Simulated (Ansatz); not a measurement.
The starting structures come from a database of crystals and need not be the phases stable at ambient conditions.

By PBEsol, the system below comes out a metal.

Crystal: TaRu (P4/mmm, not sure to be the ambient phase, 2 atoms a cell, 15.8 Å³ an atom, -5 GPa at this level); planes in its conventional cell.

Calculation: PBEsol (plane waves, PAW; Ansatz, an electronic-structure program).

Ballistic conductance counts the channels of both spins, as a mean over 0.1 eV about the Fermi level; spin-orbit coupling is left out.

```json
[
 {"plane": "(110)", "area (Å²)": "14.7", "G/A (10¹⁵ S/m²)": "1.1"},
 {"plane": "(001)", "area (Å²)": "9.2", "G/A (10¹⁵ S/m²)": "___"}
]
```

Question: What belongs in the gaps?

Answer: 
- (001), G/A (10¹⁵ S/m²): 1.4
